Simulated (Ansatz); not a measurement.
## Response to strain in WSe2

The parent structure is WSe2 (space group P6_3/mmc, No. 194; layered, stacked along the Cartesian z axis).

```
CELL_PARAMETERS angstrom
      3.27904     0.00000     0.00000
     -1.63952     2.83973     0.00000
      0.00000     0.00000    12.78623
ATOMIC_POSITIONS crystal
  W  0.66667 0.33333 0.75000
  W  0.33333 0.66667 0.25000
  Se 0.66667 0.33333 0.38172
  Se 0.33333 0.66667 0.88172
  Se 0.33333 0.66667 0.61828
  Se 0.66667 0.33333 0.11828
```

Strains are applied to the cell and any free atomic positions relax.

The values are results of Ansatz (a quantum-chemistry and plane-wave program), PBE-D3(BJ), PAW, cutoff 420 eV, scalar-relativistic without spin-orbit coupling, not measurements.

Notes on the quantities. pressure: mean of the normal stresses, compression positive.

```json
[
 {"isotropic strain (%)": "0", "pressure (GPa)": "0.0"},
 {"isotropic strain (%)": "0.6", "pressure (GPa)": "?"},
 {"isotropic strain (%)": "1.2", "pressure (GPa)": "-2.2"},
 {"isotropic strain (%)": "1.8", "pressure (GPa)": "-3.1"},
 {"isotropic strain (%)": "2.4", "pressure (GPa)": "-4.0"},
 {"isotropic strain (%)": "3", "pressure (GPa)": "-4.8"}
]
```

**Question.** Fit P = P₀ − Bδ + Cδ² with δ = (1 + ε)³ − 1 to the rows shown and predict the withheld row.

**Answer.** Least squares on the printed values gives P₀ = 0.0 GPa, B = 64.3 GPa (at held cell shape), C = 137 GPa (largest residual 0.0 GPa); this predicts -1.1 GPa, and the run gives -1.1 GPa, in agreement.

No phonon test of stability was made.
